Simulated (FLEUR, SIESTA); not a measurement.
A SIESTA input for a self-consistent single point of Au (Fm-3m, 1 atom in the cell) (DFT, GGA PBEsol, numerical atomic orbitals DZP, PseudoDojo PBEsol standard norm-conserving potentials (rewritten from UPF to PSML)):

```
# files in the folder: Au.psml (PseudoDojo PBEsol standard)
SystemName  Au
SystemLabel Au

NumberOfAtoms                1
NumberOfSpecies              1
%block ChemicalSpeciesLabel
  1 79 Au
%endblock ChemicalSpeciesLabel
LatticeConstant              1.0 Ang
%block LatticeVectors
     0.000000000    2.092110000    2.092110000
     2.092110000    0.000000000    2.092110000
     2.092110000    2.092110000    0.000000000
%endblock LatticeVectors
AtomicCoordinatesFormat      Fractional
%block AtomicCoordinatesAndAtomicSpecies
     0.000000000    0.000000000    0.000000000  1
%endblock AtomicCoordinatesAndAtomicSpecies

XC.functional                GGA
XC.authors                   PBEsol
PAO.BasisSize                DZP
PAO.EnergyShift              0.01 Ry
MeshCutoff                   400 Ry
%block kgrid.MonkhorstPack
   18   0   0  0.0
    0  18   0  0.0
    0   0  18  0.0
%endblock kgrid.MonkhorstPack
OccupationFunction           FD
ElectronicTemperature        100.0 meV

MaxSCFIterations             150
SCF.Mixer.Method             Pulay
SCF.Mixer.Weight             0.25
SCF.Mixer.History            6
SCF.DM.Tolerance             1.0E-05
Diag.ParallelOverK           true
WriteForces                  true
Charge.Mulliken              end
```

**Question.** Write the same calculation as an input for FLEUR.

**Answer.** This is the input that was run; spellings and numerical settings could be chosen otherwise.

Input of the input generator:

```
Au crystal
&input film=f /
-0.0000000000 3.9535149226 3.9535149226
3.9535149226 -0.0000000000 3.9535149226
3.9535149226 3.9535149226 -0.0000000000
1.0
1.0 1.0 1.0

1
79 0.0000000000 0.0000000000 0.0000000000

&comp jspins=1 /
&exco xctyp='PBEs' /
&kpt div1=18 div2=18 div3=18 gamma=t /
&end /
```

```xml
<?xml version="1.0" encoding="UTF-8" standalone="no"?>
<fleurInput fleurInputVersion="0.39">
   <comment>
      Au crystal                                                                                          
   </comment>
   <calculationSetup>
      <cutoffs Kmax="3.9" Gmax="15.6" GmaxXC="15.6" numbands="0"/>
      <scfLoop itmax="100" minDistance="0.00001" maxIterBroyd="99" imix="Anderson" alpha="0.05" precondParam="0.0" spinf="2.0"/>
      <coreElectrons ctail="T" frcor="F" kcrel="0" coretail_lmax="0"/>
      <xcFunctional name="PBEs" relativisticCorrections="F"/>
      <magnetism jspins="1"/>
      <soc l_soc="F" theta="0.0" phi="0.0" spav="F"/>
      <expertModes spex="0" secvar="F"/>
      <geometryOptimization l_f="T" forcealpha="1.0" forcemix="BFGS" epsdisp="0.00001" epsforce="0.00001"/>
      <ldaU l_linMix="F" mixParam="0.05" spinf="1.0"/>
   </calculationSetup>
   <cell>
      <bzIntegration valenceElectrons="17.0" mode="hist" fermiSmearingEnergy="0.00367493">
         <kPointListSelection listName="default-1"/>
         <!-- k-points included here -->
         <xi:include xmlns:xi="http://www.w3.org/2001/XInclude" href="kpts.xml"> </xi:include>
      </bzIntegration>
      <!-- symmetry operations included here -->
      <xi:include xmlns:xi="http://www.w3.org/2001/XInclude" href="sym.xml"> </xi:include>
      <bulkLattice scale="1.0">
         <bravaisMatrix>
            <row-1>    0.0000000000000000     3.9535149226000001     3.9535149226000001</row-1>
            <row-2>    3.9535149226000001     0.0000000000000000     3.9535149226000001</row-2>
            <row-3>    3.9535149226000001     3.9535149226000001     0.0000000000000000</row-3>
         </bravaisMatrix>
      </bulkLattice>
   </cell>
   <atomSpecies>
      <species name="Gold (Au)" element="Au" atomicNumber="79">
         <mtSphere radius="2.62" gridPoints="903" logIncrement="0.015"/>
         <atomicCutoffs lmax="10" lnonsphr="8"/>
         <electronConfig flipSpins="F">
            <coreConfig>(1s1/2) (2s1/2) (2p1/2) (2p3/2) (3s1/2) (3p1/2) (3p3/2) (4s1/2) (3d3/2) (3d5/2) (4p1/2) (4p3/2) (5s1/2) (4d3/2) (4d5/2) (4f5/2) (4f7/2)</coreConfig>
            <valenceConfig>(5p1/2) (5p3/2) (6s1/2) (5d3/2) (5d5/2)</valenceConfig>
            <stateOccupation state="(6s1/2)" spinUp="0.5" spinDown="0.5"/>
         </electronConfig>
         <energyParameters s="6" p="6" d="5" f="5"/>
         <lo type="SCLO" l="1" n="5" eDeriv="0"/>
         <lo type="HELO" l="2" n="6" eDeriv="0"/>
      </species>
   </atomSpecies>
   <atomGroups>
      <atomGroup species="Gold (Au)">
         <relPos label="                   1">.0000000000 .0000000000 .0000000000</relPos>
         <force calculate="T" relaxXYZ="TTT"/>
      </atomGroup>
   </atomGroups>
   <output dos="F" band="F" slice="F">
      <checks vchk="F" cdinf="F"/>
      <bandDOS minEnergy="-.5*Htr" maxEnergy="0.5*Htr" sigma="0.015" storeEVData="T"/>
      <vacuumDOS vacdos="F" integ="F" star="F" nstars="0" locx1="0.0" locy1="0.0" locx2="0.0" locy2="0.0" nstm="0" tworkf="0.0"/>
      <unfoldingBand unfoldBand="F" supercellX="1" supercellY="1" supercellZ="1"/>
      <plotting iplot="0" polar="F">
         <plot TwoD="T" vec1="  1.0  0.0  0.0" vec2="  0.0  1.0  0.0" vec3="  0.0  0.0  1.0" zero="  0.0  0.0  0.0" file="plot"/>
      </plotting>
      <chargeDensitySlicing numkpt="0" minEigenval="0.0" maxEigenval="0.0" nnne="0" pallst="F"/>
      <specialOutput eonly="F"/>
      <magneticCircularDichroism mcd="F" energyLo="-10.0" energyUp="0.0"/>
   </output>
  <!-- We include the file relax.xml here to enable relaxations (see documentation) -->
  <xi:include xmlns:xi="http://www.w3.org/2001/XInclude" href="relax.xml"> <xi:fallback/> </xi:include>
</fleurInput>
```

Basis settings and potentials, where a program has them, do not carry over. This input uses DFT, PBEsol, all-electron FLAPW (FLEUR), scalar-relativistic valence.

The starting cell comes from a database of computed structures (which also holds hypothetical and non-ambient phases and stackings), without a prior relaxation at this level. Its lattice was rescaled by a random factor within 2.5 % of one.
